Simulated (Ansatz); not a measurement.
**Converging the k-point mesh: NbRu3 (P4mm, 4 atoms in the cell)**

```xyz
4
Lattice="3.8657 0.0000 0.0000 0.0000 3.8657 0.0000 0.0000 0.0000 3.8657" Properties=species:S:1:pos:R:3 pbc="T T T"
Nb     0.0000     0.0000     0.0500
Ru     0.0000     1.9328     1.9328
Ru     1.9328     0.0000     1.9328
Ru     1.9328     1.9328     0.0000
```

Level of theory: LDA (PW92), default PAW files made with PBE (plane waves; Ansatz, an electronic-structure program).

Base settings: basis.ecutwfc = 420 eV; kpoints.mp_grid.grid = 9 9 9; hamiltonian.xc = lda; hamiltonian.pseudopotentials = {kind: paw} (the program's default PAW files); scf.occupations.method = gaussian; scf.occupations.width = 0.1 eV.

The second cell is the first with its lattice scaled by 0.98.

Only quantities that move along the ladder and can be compared are tabulated.

The count of work is k-points × plane waves × bands × iterations; it is no time. 

The starting cell comes from a database of computed structures (which also holds hypothetical and non-ambient phases and stackings), without a prior relaxation at this level. Its lattice was rescaled by up to half a per cent. One atom was moved a little off its site on purpose. Spin polarisation is off. In the base run, with a pressure of about -8 GPa the cell is away from its equilibrium volume at this level. Ansatz's pressure includes its estimate of the finite-basis (Pulay) stress.

| kpoints.mp_grid.grid | free energy less the last step's (meV/atom) | energy of the compressed cell less the first (meV/atom) | pressure (GPa) | largest difference of a force vector from the last step's (eV/Å) | count of work / last |
|---|---|---|---|---|---|
| 2 2 2 | -54.87 | -2.93 | -9.47 | 0.999 | 0.0029 |
| 3 3 3 | -35.72 | -0.67 | -9.02 | 0.179 | 0.0029 |
| 4 4 4 | 14.56 | 7.29 | -7.73 | 0.060 | 0.0075 |
| 5 5 5 | 13.69 | 3.48 | -8.30 | 0.030 | 0.0075 |
| 6 6 6 | 6.95 | 2.35 | -8.50 | 0.014 | 0.017 |
| 7 7 7 | -6.08 | 1.87 | -8.58 | 0.045 | 0.017 |
| 8 8 8 | -3.19 | 2.41 | -8.51 | 0.010 | 0.031 |
| 9 9 9 | 3.69 | 2.58 | -8.43 | 0.015 | 0.031 |
| 10 10 10 | 1.74 | 1.84 | -8.56 | 0.012 | 0.052 |
| 11 11 11 | -1.11 | 2.79 | -8.47 | 0.013 | 0.052 |
| 12 12 12 | -0.48 | 2.06 | -8.56 | 0.005 | 0.082 |
| 14 14 14 | 0.24 | 2.23 | -8.52 | 0.004 | 0.12 |
| 17 17 17 | -0.05 | 2.11 | -8.55 | 0.003 | 0.17 |
| 18 18 18 | -0.12 | 2.38 | -8.51 | 0.001 | 0.23 |
| 20 20 20 | -0.01 | 2.29 | -8.53 | 0.003 | 0.30 |
| 23 23 23 | -0.13 | 2.25 | -8.54 | 0.001 | 0.39 |
| 25 25 25 | 0.02 | 2.33 | -8.52 | 0.001 | 0.49 |
| 28 28 28 | 0.00 | 2.30 | -8.52 | 0.000 | 1.0 |

Coarsest kpoints.mp_grid.grid that holds the forces within 0.02 eV/Å of the last step, with all finer ones: 8 8 8, at 0.031 of the last step's count of work; the step before is off by 0.045 eV/Å.

Coarsest kpoints.mp_grid.grid that holds the free energy within 5 meV/atom of the last step, with all finer ones: 8 8 8, at 0.031 of the last step's count of work; the step before is off by 6.1 meV/atom.

Coarsest kpoints.mp_grid.grid that holds the pressure within 0.2 GPa of the last step, with all finer ones: 6 6 6, at 0.017 of the last step's count of work; the step before is off by 0.22 GPa.

The energy difference between the two cells stays within 1 meV/atom of the last step's from 6 6 6 on, the total only from 12 12 12 on: much of the error is common to both cells and cancels.

Two neighbours can agree and both be off: 4 4 4 and 5 5 5 differ by 0.86 meV/atom in the free energy, yet lie about 14 meV/atom from the last step.

Keys are those of Ansatz 0.2.
